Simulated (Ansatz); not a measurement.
# CsCl-type NiAl

These are rVV10 (PAW; Ansatz, a quantum-chemistry and plane-wave program) values and carry that method's errors.

Run with plane-wave cutoff 520 eV, 20×20×20 k mesh, Fermi–Dirac smearing 0.05 eV, no spin polarisation, scalar-relativistic PAW data made under PBE.

Cell (relaxed at this level):

```
AlNi
1.0
    2.89866     0.00000     0.00000
    0.00000     2.89866     0.00000
    0.00000     0.00000     2.89866
Al Ni
1 1
Direct
  0.50000   0.50000   0.50000
  0.00000   0.00000   0.00000
```

For CsCl-type NiAl, the bulk modulus is 159 GPa, the band gap is zero (no gap) and the pressure derivative B′ of the bulk modulus comes out as 4.4.

Measured, for comparison: bulk modulus 156 GPa (room temperature, not corrected to a static lattice; as tabulated in Yamada et al. (2019), arXiv:1910.09660). Computed (rounded) less measured: bulk modulus +2 %. A static lattice is as a rule a little smaller and stiffer than an uncorrected measurement, which narrows the difference in the bulk modulus and would widen misses of the other sign.

Static lattice: no zero-point or thermal effects.

It cost very roughly 90 core-seconds of CPU time.
